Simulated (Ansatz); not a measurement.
Results of PBEsol (plane waves, PAW; Ansatz, a first-principles code) for SiC2 (model structure, P4₂/mmc, No. 131, 6 atoms in the cell).

Excerpt of the program's output:

```
Crystal: 6 atoms, lattice volume = 68.420 Å³
Basis set: ecut = 520 eV, 1853 PW (Γ), exchange–correlation on 48×48×108 points (8 copies of the dense FFT grid, shifted against one another)
Bands: 18, of which v1, the nominal top of the filled ones, is band 12 counted from 1 (11 counted from 0)
Symmetry: 16 space group operations
Space group: P42/mmc (ITA 131), of the structure as read, at distance tolerance 4.1e-5 Å
k-points: 275 of 2592
Functional: x = pbesol(κ = 0.804, μ = 0.12345679012345678), c = pbesol(β = 0.046)
SCF iter   1: F=—  HF=-2227.185303 eV  |F-HF|=—  |Δ(HF+E_count)|=         —  Δρ=6.64e-3  dr2=3.42e-2
SCF iter   2: F=—  HF=-2227.178717 eV  |F-HF|=—  |Δ(HF+E_count)|=   6.59e-3  Δρ=3.47e-3  dr2=1.06e-2
  ...
SCF iter   7: F=—  HF=-2227.175568 eV  |F-HF|=—  |Δ(HF+E_count)|=   1.39e-7  Δρ=2.50e-6  dr2=5.92e-9
SCF iter   8: F=-2227.175568 eV  HF=-2227.175568 eV  |F-HF|=1.86e-11  |Δ(HF+E_count)|=   6.18e-9  Δρ=4.14e-7  dr2=1.40e-10
SCF 1 converged in 8 iterations: F = -2227.175568 eV  dr2 = 1.40e-10
SCF converged after 8 iterations
Free energy (F): -2227.175568 eV
Internal energy: -2227.168468 eV  (E = F + TS)
E sigma→0 (E₀):  -2227.172018 eV
Fermi energy:    7.198030 eV
--- Forces (eV/Å), atoms counted from 1 ---
  atom   1  Si     0.00000000     0.00000000    -0.00000000
  atom   2  Si     0.00000000     0.00000000     0.00000000
  atom   3  C      0.00000000     0.00000000    -0.00088760
  atom   4  C      0.00000000     0.00000000    -0.00088760
  atom   5  C      0.00000000     0.00000000     0.00088760
  atom   6  C      0.00000000     0.00000000     0.00088760
--- Stress (GPa, compression-positive) ---
       -0.031328       0.000000       0.000000
        0.000000      -0.031328       0.000000
        0.000000       0.000000       0.020513
  P = ⅓ Tr σ = -0.0140 GPa (-0.140 kbar)
```

Task: Write an input file that could have produced this run (the log leaves some choices open).

Result: One answer among several that fit: 
Ansatz 0.2 input:
```yaml
crystal:
  lattice:
    - [3.1555272627, 0.0, 0.0]
    - [0.0, 3.1555272627, 0.0]
    - [0.0, 0.0, 6.8712769403]
  atoms:
    - { symbol: Si, position: [0.0, 0.0, 0.25] }
    - { symbol: Si, position: [0.0, 0.0, 0.75] }
    - { symbol: C, position: [0.0, 0.5, 0.099158865] }
    - { symbol: C, position: [0.5, 0.0, 0.599158865] }
    - { symbol: C, position: [0.0, 0.5, 0.900841135] }
    - { symbol: C, position: [0.5, 0.0, 0.400841135] }
basis:
  ecutwfc: 520
  ecutrho_ratio: 4
  xc_grid: 2
kpoints:
  mp_grid: { grid: [18, 18, 8] }
hamiltonian:
  xc: pbesol
  dispersion: none
  pseudopotentials: { kind: paw }
scf:
  occupations: { method: fermi_dirac, width: 0.05 }
  convergence: { dr2_threshold: 0.0000000006 }
output:
  forces: true
  stress: true
  eigenvalues: true
```

The PAW data were made under PBE.

Note: the relaxation could raise the start's symmetry but not lower it, so the cell can be a saddle point.

The result took about 25 core-seconds (a rough figure).

A model structure was made by putting elements into a prototype or built by hand; it is no filed structure, need not be a known phase, and can be a saddle point held by its symmetry.
